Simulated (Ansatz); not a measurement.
Input:

```xyz
2
Lattice="0.0000 2.8346 2.7694 2.8346 0.0000 2.7694 2.8346 2.8346 0.0000" Properties=species:S:1:pos:R:3 pbc="T T T"
Zn     0.0000     0.0000     0.0000
Se     1.4173     1.4173     1.3847
```

Calculation: r2SCAN with spin-orbit coupling, rigid bands (plane waves, PAW; Ansatz, a quantum-chemistry and plane-wave program). Condition of this run: uniaxial stress along [001] of 0.8 GPa (compression positive) (the target of the relaxation). Cell: cell and atoms relaxed with PBEsol, then loaded as said.

Predict the electron conductivity mass (n e² τ/σ) at 300 K, by direction if it differs.

0.136 mₑ.

Predict the hole conductivity mass (n e² τ/σ) at 300 K, by direction if it differs.

0.69 (x), 0.69 (y), 0.53 (z) mₑ.

And the band gap?

1.80 eV at this level; semilocal functionals usually fall short of the measured gap.

Rigid bands, one relaxation time for all states, no polarons. Geometry: cell and atoms relaxed with PBEsol.
